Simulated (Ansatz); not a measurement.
Response to strain in SnO

The parent structure is SnO (space group P4/nmm, No. 129; a = 3.7675 Å, c = 4.5572 Å; layered, stacked along the Cartesian z axis; relaxed with 0.1 eV smearing). Axes: x, y, z lie along a, b, c of the conventional cell.

Strains are applied to the cell and any free atomic positions relax; under biaxial strain the out-of-plane vector relaxes too.

Method: PBEsol-D3(BJ), PAW, 420 eV (Ansatz, a program for electronic structure; scalar-relativistic without spin-orbit coupling), earlier PAW set.

Only one of these has a band gap. Which?
(A) biaxial strain −1.13 %, plane normal [001], relaxed out of plane
(B) uniaxial strain ε_xx = +3.17 %
(C) isotropic strain +4.54 %
(D) tensor shear ε_yz = −2.47 %
(E) tensor shear ε_xy = +0.14 %

C, isotropic strain +4.54 %. Computed: tensor shear ε_xy = +0.14 %: zero; uniaxial strain ε_xx = +3.17 %: zero; biaxial strain −1.13 %, plane normal [001], relaxed out of plane: zero; tensor shear ε_yz = −2.47 %: zero; isotropic strain +4.54 %: 0.53 eV

Whether these cells are dynamically stable was not tested. The final runs are not spin-polarised. A zero or small gap of SnO can be the functional's error rather than a property of the material.
